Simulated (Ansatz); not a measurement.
## Response to strain in InP

The reference is InP in the zinc blende structure (space group F-43m, No. 216).

```xyz
2
Lattice="0.0000 2.9535 2.9535 2.9535 0.0000 2.9535 2.9535 2.9535 0.0000" Properties=species:S:1:pos:R:3 pbc="T T T"
In     0.0000     0.0000     0.0000
P      1.4767     1.4767     1.4767
```

Cartesian axes are those of the cell as printed.

Strains are applied to the cell and any free atomic positions relax; under biaxial strain the out-of-plane vector relaxes too.

Method: r2SCAN (Ansatz, a first-principles code; PAW; 500 eV plane waves; no spin-orbit coupling).

Candidates:
(a) biaxial strain +3.00 %, plane normal [001], relaxed out of plane
(b) biaxial strain +2.50 %, plane normal [001], relaxed out of plane
(c) biaxial strain +1.00 %, plane normal [001], relaxed out of plane
(d) biaxial strain +2.00 %, plane normal [001], relaxed out of plane

Base values:

The band gap is 1.03 eV.

Question: Order them by band gap, highest first.

Answer: (c) biaxial strain +1.00 %, plane normal [001], relaxed out of plane (0.91 eV), (d) biaxial strain +2.00 %, plane normal [001], relaxed out of plane (0.79 eV), (b) biaxial strain +2.50 %, plane normal [001], relaxed out of plane (0.74 eV), (a) biaxial strain +3.00 %, plane normal [001], relaxed out of plane (0.68 eV)

Stability against distortions was not tested.
